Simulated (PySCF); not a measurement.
PySCF 2.14.0, PBE/def2-tzvp, df: Si(H)(Br)(Me)(OH) (C[SiH](O)Br), 9 atoms. The geometry is a generated start, not checked to be a minimum at this level.

```yaml
task: energy
method: pbe
basis: def2-tzvp
two_electron_scheme: density fitting
mol.max_memory: 3000 MB
mf.max_cycle: 100
mf.conv_tol: 1e-09 (default)
mf.grids.level: 3 (default)
basis_functions: 177
grid_points: 116848
```

```xyz
9

Si    -0.5568     0.3954     0.2581
C      1.1760    -0.2867    -0.0499
O     -1.7289    -0.4270    -0.5008
Br    -0.7268     2.3817    -0.6888
H     -0.8673     0.5698     1.6697
H      1.2801    -1.2957     0.3441
H      1.9283     0.3314     0.4302
H      1.4078    -0.3203    -1.1120
H     -1.9124    -1.3486    -0.3505
```

With the defaults (mf.DIIS = CDIIS, mf.diis = true, mf.init_guess = minao, mf.diis_space = 8, newton = off, mf.damp = 0, mf.diis_start_cycle = 1, mf.level_shift = 0) it converges in 13 Fock builds. One run each on 2 threads, 1 BLAS thread, with these changes:
- mf.diis = false
- mf.init_guess = 1e
- mf.DIIS = EDIIS
- newton = Hessian by the SCF's own integrals
- mf.diis_space = 5
- mf.diis_space = 3
- mf.damp = 0.3, mf.diis_start_cycle = 4
- mf.init_guess = mod_huckel
- mf.level_shift = 0.3 Hartree

Question: Name the settings that don't reach the solution of the defaults.

Answer: No convergence: mf.DIIS = EDIIS; mf.diis = false (the run ends without SCF convergence in 100 cycles). The rest reach the solution of the defaults.

```tsv
setting	Fock builds	end
the defaults	13	same solution
mf.diis_space = 5	14	same solution
mf.level_shift = 0.3 Hartree	15	same solution
mf.init_guess = mod_huckel	16	same solution
mf.damp = 0.3, mf.diis_start_cycle = 4	18	same solution
mf.init_guess = 1e	19	same solution
mf.diis_space = 3	21	same solution
newton = Hessian by the SCF's own integrals	35	same solution
mf.DIIS = EDIIS	101	no convergence
mf.diis = false	101	no convergence
```

Under newton the count holds the products with the orbital Hessian.
